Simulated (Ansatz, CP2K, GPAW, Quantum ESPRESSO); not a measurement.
**Code comparison for ZrGeS (P1, 6 atoms in the cell)**

Self-consistent single point, at a second geometry (atoms moved at random). First geometry:

```
ZrGeS
1.0
    3.54845     0.00000     0.00000
    0.00000     3.54845     0.00000
    0.00000     0.00000     7.87235
Zr Ge S
2 2 2
Direct
  0.00000   0.50000   0.72519
  0.50000   0.00000   0.27481
  0.50000   0.50000   0.00000
  0.00000   0.00000   0.00000
  0.00000   0.50000   0.37856
  0.50000   0.00000   0.62144
```

Second geometry:
```yaml
crystal:
  lattice:
    - [3.54845, 0.00000, 0.00000]
    - [0.00000, 3.54845, 0.00000]
    - [0.00000, 0.00000, 7.87235]
  atoms:
    - { symbol: Zr, position: [0.00596, 0.49297, 0.72914] }
    - { symbol: Zr, position: [0.50498, 0.99132, 0.27249] }
    - { symbol: Ge, position: [0.49487, 0.49861, 0.00168] }
    - { symbol: Ge, position: [0.98167, 0.00882, 0.99296] }
    - { symbol: S, position: [0.99571, 0.50881, 0.37918] }
    - { symbol: S, position: [0.51680, 0.99947, 0.62455] }
```

Shared settings, as Ansatz (a program for electronic structure) writes them: kpoints.mp_grid.grid = 7 7 3; scf.occupations.method = fermi_dirac; scf.occupations.width = 0.136 eV. Potentials and cutoffs stand in the table.

```tsv
code	model	ΔF from the first geometry (meV/atom)	pressure (GPa)	largest force (eV/Å)	cutoff
Ansatz	PBEsol, PAW files made with PBE	18.7	7.37	1.058	default
Quantum ESPRESSO	PBEsol, PSlibrary ultrasoft (PBE) pseudopotentials	19.4	8.50	1.114	55 Ry
CP2K	PBEsol, GPW, DZVP-MOLOPT-PBE-GTH basis, GTH-PBE potentials (POTENTIAL_UZH)	20.8	10.70	1.242	grid 500 Ry
GPAW	PBEsol, GPAW PAW datasets PBEsol (made by gpaw-setup)	18.9	7.10	1.077	550 eV
```

Size of the force on each atom (eV/Å): Sizes of forces hide their directions.

```tsv
code	Zr1	Zr2	Ge3	Ge4	S5	S6
Ansatz	1.058	0.850	0.257	0.984	0.586	0.531
Quantum ESPRESSO	1.114	0.890	0.286	1.015	0.598	0.547
CP2K	1.242	0.992	0.272	1.023	0.627	0.583
GPAW	1.077	0.863	0.283	0.998	0.580	0.517
```

The spread over the programs that give each value: ΔF from the first geometry within 2.1 meV/atom; pressure within 3.60 GPa; largest force within 0.184 eV/Å.

CP2K uses small atom-centred bases, whose incompleteness enters pressures, forces and empty levels differently from a plane-wave cutoff. Ansatz's pressure is given at a fixed set of plane waves, as the other plane-wave codes print theirs; with its correction for the finite basis it is 7.40 GPa. In the pressure, Quantum ESPRESSO (by 1.13) and CP2K (by 3.33) lie more than 1 GPa from the median of the plane-wave programs. In the force vectors, CP2K (by 0.168) lies more than 0.08 eV/Å from the median of the plane-wave programs.

The starting cell comes from a database of computed structures (which also holds hypothetical and non-ambient phases and stackings), without a prior relaxation at this level. Its lattice was rescaled by a random factor within 2.5 % of one. For this run, on top of that: atoms moved at random.

Keys are those of Ansatz 0.2.
